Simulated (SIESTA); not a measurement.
**A short convergence ladder for Fe3Ge (Pm-3m, 4 atoms in the cell)**

```yaml
crystal:
  lattice:
    - [3.64952, 0.00000, 0.00000]
    - [0.00000, 3.64952, 0.00000]
    - [0.00000, 0.00000, 3.64952]
  atoms:
    - { symbol: Fe, position: [0.00000, 0.50000, 0.50000], spin: 4.0 }
    - { symbol: Fe, position: [0.50000, 0.00000, 0.50000], spin: 4.0 }
    - { symbol: Fe, position: [0.50000, 0.50000, 0.00000], spin: 4.0 }
    - { symbol: Ge, position: [0.00000, 0.00000, 0.00000] }
```
(The spins are starting values, not results.)

Base method: LDA PW92, numerical atomic orbitals DZP, PseudoDojo LDA standard norm-conserving potentials (rewritten from UPF to PSML) (SIESTA).

Base settings: XC.functional = LDA; XC.authors = PW92; potentials = PseudoDojo LDA standard; PAO.BasisSize = DZP; PAO.EnergyShift = 0.005 Ry; MeshCutoff = 300 Ry; kgrid.MonkhorstPack = 4 4 4; OccupationFunction = MP; OccupationMPOrder = 0; ElectronicTemperature = 1160.45 K.

**The force threshold of a relaxation**

On Fe3Ge (P4mm, 4 atoms in the cell): one atom moved by 0.15 angstrom.

In this ladder: MD.TypeOfRun = Broyden; MD.Steps = 40.

The mesh stays at the base's, so the ladder's end is converged at best in this setting alone.

Only quantities that move along the ladder and can be compared are tabulated.

| MD.MaxForceTol | free energy less the last step's (meV/atom) | largest force left (eV/Å) | relaxation steps |
|---|---|---|---|
| 0.2 eV/Ang | 0.11 | 0.0652 | 5 |
| 0.1 eV/Ang | 0.11 | 0.0652 | 5 |
| 0.05 eV/Ang | 0.02 | 0.0315 | 6 |
| 0.03 eV/Ang | 0.01 | 0.0171 | 7 |
| 0.02 eV/Ang | 0.01 | 0.0171 | 7 |
| 0.01 eV/Ang | 0.00 | 0.0032 | 8 |
| 0.005 eV/Ang | 0.00 | 0.0032 | 8 |
| 0.002 eV/Ang | 0.00 | 0.0003 | 10 |
| 0.001 eV/Ang | 0.00 | 0.0003 | 10 |

Coarsest MD.MaxForceTol that holds the free energy within 0.1 meV/atom of the last step, with all finer ones: 0.05 eV/Ang; the step before is off by 0.11 meV/atom.

Coarsest MD.MaxForceTol that holds the largest force left within 0.02 eV/Å of the last step, with all finer ones: 0.03 eV/Ang; the step before is off by 0.031 eV/Å.

On the base run: the starting cell comes from a database of computed structures (which also holds hypothetical and non-ambient phases and stackings), without a prior relaxation at this level. Its lattice was rescaled by up to half a per cent. The magnetic order is the one reached from the typed start; others were not searched systematically. Values carry the incompleteness of an atom-centred basis. In the base run, with a pressure of about -16 GPa the cell is away from its equilibrium volume at this level. Without a gap this mesh is coarse (it stands for a supercell whose shortest vector is 15 Å).
